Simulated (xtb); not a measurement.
xtb 6.7.1, GFN1-xTB: Ni(Cl)(Me)(bpy) ([CH3][Ni]1([Cl])<-[n]2ccccc2-c2cccc[n]->12), 26 atoms. The geometry is a generated start, not checked to be a minimum at this level.

| Quantity | Result |
|---|---|
| method | GFN1-xTB |
| --acc | 1 (default) |
| --etemp (K) | 300 (default) |
| detailed input (--input) | none: ANC optimiser, Lindh (1995) Hessian, microcycle=20, maxdispl=1.0, hlow=0.01 (default) |
| basis functions | 94 |
| valence electrons | 82 |

```xyz
26

Ni     1.8053     0.5741    -0.0014
Cl     2.8924     2.2764     0.0381
C      3.4577    -0.4140    -0.0443
H      3.4740    -1.0214     0.8737
H      4.3942     0.1437    -0.0919
H      3.4060    -1.0584    -0.9343
C     -1.3022    -3.0426     0.0015
C      0.0507    -3.3432     0.0120
C      0.9623    -2.3031     0.0152
N      0.6195    -1.0166     0.0073
C     -0.6984    -0.7154     0.0022
C     -1.6741    -1.7123    -0.0012
C     -1.0314     0.7138     0.0062
C     -2.3347     1.2104    -0.0020
C     -2.5392     2.5786     0.0033
C     -1.4375     3.4185     0.0141
C     -0.1732     2.8528     0.0161
N      0.0279     1.5418     0.0201
H     -2.0473    -3.8231    -0.0036
H      0.4017    -4.3619     0.0162
H      2.0187    -2.5260     0.0251
H     -2.7200    -1.4523    -0.0050
H     -3.1838     0.5463    -0.0125
H     -3.5420     2.9789    -0.0031
H     -1.5479     4.4908     0.0188
H      0.7215     3.4642     0.0292
```

Charge 0 and multiplicity 1 are set for this test and not shown to be the ground state.

The structure is relaxed from this start with --opt LEVEL for the levels crude, sloppy, loose, lax, normal, tight, vtight, extreme, once each. Up to the end of the extreme run atoms move by at most 0.096 Å along an axis.

Question: Which level is enough to come within 1 meV of the tightest end point?

Answer: lax: 7 cycles against 18, ending 0.17 meV above.

| level | cycles | energy above the extreme run (meV) | gradient norm (eV/Å) |
|---|---|---|---|
| crude | 5 | 1.9 | 0.20 |
| sloppy | 5 | 1.9 | 0.20 |
| loose | 5 | 1.9 | 0.20 |
| lax | 7 | 0.17 | 0.064 |
| normal | 8 | 0.054 | 0.031 |
| tight | 10 | under 0.01 | 0.0052 |
| vtight | 17 | under 0.01 | 0.0013 |
| extreme | 18 | — | 0.0012 |
